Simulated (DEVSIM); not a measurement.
Device: isotype n-n heterojunction Al0.35Ga0.65N/GaN, at 350 K.

```csv
layer (left to right),material,thickness (μm),Nd (cm⁻³),τn (s),τp (s)
1,Al0.35Ga0.65N,0.120,3.2e17,3.8e-9,3.8e-9
2,GaN,0.290,4.4e16,3.8e-9,3.8e-9
```

Left contact: ohmic. Right contact: ohmic. Voltage is applied to the left contact. Recombination: SRH at mid-gap, Auger. Mobility is μmin + (μ − μmin)/(1 + (N/Nref)^α).

This is a model device: material constants are rounded textbook-type values typed into the input, and sizes, dopings and lifetimes were drawn at random. Values at 300 K; Nc and Nv go as T^1.5, mobilities as T to minus their exponent, the gap by Varshni's rule with the affinity fixed.

```tsv
parameter	Al0.35Ga0.65N	GaN
gap (eV)	4.137	3.43
affinity (eV)	3.605	4.1
permittivity	9.29	9.5
Nc (cm⁻³)	2.3e18	2.3e18
Nv (cm⁻³)	4.6e19	4.6e19
μn (cm²/Vs)	381	1200
μp (cm²/Vs)	30	100
μn,min	55	55
μp,min	3	3
Nref,n	2e17	2e17
Nref,p	3e17	3e17
αn	1	1
αp	2	2
T exponent of μn	1.5	1.5
T exponent of μp	2	2
Cn (cm⁶/s)	1e-30	1e-30
Cp (cm⁶/s)	1e-30	1e-30
Varshni α (eV/K)	0.00091	0.00091
Varshni β (K)	830	830
```

Model (solved in DEVSIM): 1D drift-diffusion, Boltzmann statistics, complete ionisation; no tunnelling, impact ionisation, image-force lowering or self-heating. Band offsets follow the typed affinities; no thermionic-emission limit at abrupt steps, no polarisation charge.

The doping Nd of layer 1 was swept, all else fixed.

```csv
doping Nd of layer 1 (cm^-3),potential step across the device at zero bias (V)
9.6e15,0.449
3.2e16,0.485
9.6e16,0.519
3.2e17,0.555
9.6e17,0.588
```

From the first row to the last the potential step across the device at zero bias goes from 0.449 to 0.588.
